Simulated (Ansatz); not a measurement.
## Phonon-limited transport in Os under load (space group P6_3/mmc)

Given:

```
Os
1.0
    2.72082     0.00000     0.00000
   -1.36041     2.35630     0.00000
    0.00000     0.00000     4.31349
Os
2
Direct
  0.33333   0.66667   0.25000
  0.66667   0.33333   0.75000
```

These are PBEsol, DFPT electron-phonon coupling, linearised Boltzmann equation (plane waves, PAW, scalar-relativistic; Ansatz, a quantum-chemistry and plane-wave program) values and carry that method's errors. Condition of this run: biaxial stress xx = yy = 3 GPa (compression positive) (the target of the relaxation). Geometry: relaxed with this functional, without spin-orbit coupling, then loaded as said.

```yaml
resistivity at 300 K: 7.8 (x), 7.8 (y), 5.3 (z) μΩ·cm
resistivity at 77 K: 0.78 (x), 0.78 (y), 0.56 (z) μΩ·cm
electron mean free path at 300 K (weighted by the current that each state carries): 8.9 (x), 8.9 (y), 8.7 (z) nm
resistivity times mean free path for one path shared by all states (from the Fermi surface's area): 6.4 (x), 6.4 (y), 4.3 (z) ×10⁻¹⁶ Ω·m²
electron-phonon coupling λ: 0.41
transport coupling λ_tr: 0.47 (x), 0.47 (y), 0.44 (z)
logarithmic_mean_phonon_energy: 20 meV
density of states at the Fermi level: 0.58 states/(eV·spin·cell)
drude_plasma_energy: 8.1 (x), 8.1 (y), 9.5 (z) eV
Tc for μ* = 0.10 (anisotropic Eliashberg): 1.08 K
Tc for μ* = 0.13 (anisotropic Eliashberg): below 1 K
```

A metal at this level (no band gap). Only scattering by harmonic phonons is included (no impurities, grain boundaries, electron-electron scattering or thermal expansion). Spin-orbit coupling is left out, which matters with elements this heavy. Halving the electron mesh (36x36x20) moves the resistivity by up to 1 % at 300 K, the mean free path by up to 1 %, the coupling by up to 1 %. Smearing 0.20 eV; phonons on a 6x6x3 q mesh, which this run doesn't test and which matters most at low temperature. Tc comes from the anisotropic Migdal-Eliashberg equations with μ*, a chosen number, referred to 21 meV.
